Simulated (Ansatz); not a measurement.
The parent structure is SiS₂ (space group Ibam, No. 72; a = 6.366 Å, b = 11.127 Å, c = 5.593 Å; made of chains).

Levels (all Ansatz, a program for electronic structure, PAW): PBE (420 eV, spin-orbit coupling left out); HSE06 (420 eV, without spin-orbit coupling).

The geometry is relaxed with PBE.

PBE band gap: 3.10 eV

Q: How does going to HSE06 change the band gap?

A: The band gap increases by 1.127 eV, from 3.10 eV to 4.22 eV.

Single points use the geometry relaxed with PBE. HSE06 gaps are upper bounds (no full band path). Stability against distortions was not tested. No dispersion term is included, though the crystal is made of layers, chains or molecules, so its spacings can come out too wide.
